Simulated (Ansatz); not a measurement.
Consider Nb in the bcc (W type) structure (space group Im-3m, No. 229; a = 3.3029 Å).

Method: DFT with r2SCAN, PAW potentials and a 500 eV plane-wave cutoff in Ansatz (a program for electronic structure), no spin-orbit coupling, earlier PAW set.

For the base:

```
Item                Value
---------------  --------
Volume per atom  18.02 Å³
```

One thing is altered: cell and atoms relaxed at a pressure of 3 GPa.

Task: What does the calculation give for the volume per atom after the change?

Result: The volume per atom shrinks by 0.30 Å³, from 18.02 Å³ to 17.72 Å³.

Load acts through the strain it causes; cell and atoms are relaxed under it. No phonon test of stability was made. All final runs are without spin polarisation.
